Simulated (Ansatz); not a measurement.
System: KSiN (model structure, started from the NaSnP type, P6₃mc, No. 186, 6 atoms in the cell). Method: G0W0@PBEsol+SOC (Ansatz, a quantum-chemistry and plane-wave program, hard PAW, contour deformation, complete-basis limit, spin–orbit shift from PBEsol).

Settings: largest k mesh 9×9×2 (not extrapolated in the mesh).

Cell (relaxed with PBEsol):

```xyz
6
Lattice="2.9760 0.0000 0.0000 -1.4880 2.5773 0.0000 0.0000 0.0000 11.5534" Properties=species:S:1:pos:R:3 pbc="T T T"
K      0.0000     1.7182     3.1928
K      1.4880     0.8591     8.9695
Si     0.0000     0.0000     0.2594
Si     0.0000     0.0000     6.0361
N      0.0000     1.7182     6.8396
N      1.4880     0.8591     1.0629
```

**Question.** Predict the band gap.

**Answer.** 
band gap: 2.32 eV

Note: the correction to the complete basis was taken at k points off the band edges; spin–orbit coupling enters as the shift of the gap found with a semilocal functional; the relaxation could raise the start's symmetry but not lower it, so the cell can be a saddle point.

Computed values are for the static lattice.

A model structure was made by putting elements into a prototype or built by hand; it is no filed structure, need not be a known phase, and can be a saddle point held by its symmetry.
